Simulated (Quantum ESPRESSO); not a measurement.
**Variants of one calculation on Ag₃Sb (Pmm2, 4 atoms in the cell)**

```cif
data_Ag3Sb
_chemical_formula_sum 'Sb1 Ag3'
_space_group_name_H-M_alt 'P 1'
_space_group_IT_number 1
_cell_length_a 3.00800
_cell_length_b 4.82800
_cell_length_c 5.21400
_cell_angle_alpha 90.000
_cell_angle_beta 90.000
_cell_angle_gamma 90.000
loop_
_space_group_symop_operation_xyz
  'x, y, z'
loop_
_atom_site_label
_atom_site_type_symbol
_atom_site_fract_x
_atom_site_fract_y
_atom_site_fract_z
_atom_site_occupancy
Sb1 Sb 0.00000 0.00000 0.97512 1
Ag1 Ag 0.50000 0.00000 0.50000 1
Ag2 Ag 0.00000 0.50000 0.64808 1
Ag3 Ag 0.50000 0.50000 0.16016 1
```

Base run A: PBEsol, PSlibrary PAW (PBE) pseudopotentials run with Quantum ESPRESSO, self-consistent single point.

Its settings: ecutwfc = 50 Ry; ecutrho = 300 Ry; occupations = smearing; smearing = fd; degauss = 0.0073499 Ry; input_dft = pbesol; potentials = {Sb: Sb.pbe-n-kjpaw_psl.1.0.0.UPF, Ag: Ag.pbe-n-kjpaw_psl.1.0.0.UPF}; K_POINTS = automatic 7 5 5 1 1 1; conv_thr = 1e-10 Ry.

The starting cell comes from a database of published, mostly measured structures (it also holds non-ambient and calculated ones), without a prior relaxation at this level. The run gives no clean gap (levels at the Fermi energy touch, overlap or are partly filled at this smearing), which alone does not show that the compound is a metal.

ΔF is the free energy per atom less that of run A. A dash stands where there is no value to compare (another energy zero or no entropy term, no result, no spin, no clean gap, or a mesh too coarse for one). Total energies depend on the potentials, the functional and any Hubbard or dispersion term, so they are compared only between runs that share all of them.

Runs:
- B: 1 x 1 x 2 supercell, mesh divided and rounded up; K_POINTS: automatic 7 5 5 1 1 1 → automatic 7 5 3 1 1 1
- C: smearing: fd → mp; degauss: 0.0073499 Ry → 0.0147 Ry
- D: ecutrho: 300 Ry → 800 Ry
- E: input_dft: pbesol → wc [Wu-Cohen GGA]
- F: K_POINTS: automatic 7 5 5 1 1 1 → automatic 4 3 3 1 1 1
- G: nbnd: default → 51
- H: conv_thr: 1e-10 Ry → 1e-07 Ry
- I: diago_david_ndim: default → 4
- J: mixing_beta: default → 0.5

```
run  ΔF (meV/atom)  pressure (GPa)  largest force (eV/Å)  k-points  valence electrons
---  -------------  --------------  --------------------  --------  -----------------
A             0.00           -1.69                 0.423        36                 38
B             0.98           -1.59                 0.411        24                 76
C              5.2           -1.79                 0.425        36                 38
D             0.00           -1.69                 0.423        36                 38
E                –           -1.16                 0.431        36                 38
F            -91.2           -1.79                 0.398         8                 38
G             0.00           -1.69                 0.423        36                 38
H             0.00           -1.69                 0.425        36                 38
I             0.00           -1.69                 0.423        36                 38
J             0.00           -1.69                 0.423        36                 38
```

Run C against A: The free energy goes up by 5.2 meV/atom, the pressure goes from -1.69 to -1.79 GPa and the largest force moves little (0.423 to 0.425 eV/Å).

Run G against A: The free energy stays essentially unchanged (within 1 meV/atom), the pressure stays at -1.69 GPa and the largest force stays at 0.423 eV/Å.
